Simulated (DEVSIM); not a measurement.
Structure: Au/Si3N4/p-Si capacitor, at 250 K.

Layer 1 from the left is Si3N4, thickness (nm) 17.0. Layer 2 from the left is Si, thickness (nm) 9200, Na (cm⁻³) 3.9e15.

Metal gate on the left, work function 5.1 eV. Fixed charge at the semiconductor interface -8.8e11 cm⁻² (in units of +e); no interface traps.

This is a model device: material constants are rounded textbook-type values typed into the input, and sizes, dopings and lifetimes were drawn at random. Values at 300 K; Nc and Nv go as T^1.5, mobilities as T to minus their exponent, the gap by Varshni's rule with the affinity fixed.

Si3N4: gap (eV) 5.1, affinity (eV) 2.1, permittivity 7.5. Si: gap (eV) 1.124, affinity (eV) 4.05, permittivity 11.7, Nc (cm⁻³) 2.86e19, Nv (cm⁻³) 3.1e19, Varshni α (eV/K) 0.000473, Varshni β (K) 636.

Q: Estimate by hand the flat-band voltage, the threshold voltage, and compare with a numerical solution.

A: 
- Flat-band voltage: C = 0.391 μF/cm², work-function difference 0.101 V; VFB = φms − qNf/C = 0.46 V; numerical 0.46 V.
- Threshold voltage: φF = 0.381 V, depletion charge √(4εqNφF) = 3.14e-8 C/cm²; VT = VFB + 2φF + Qd/C = 1.31 V; numerical 1.31 V.

Model (solved in DEVSIM): 1D Poisson equation in equilibrium, Boltzmann statistics, complete ionisation; no quantum confinement or tunnelling. Metal contacts follow the ideal Schottky-Mott rule: no Fermi-level pinning, no interface dipoles.
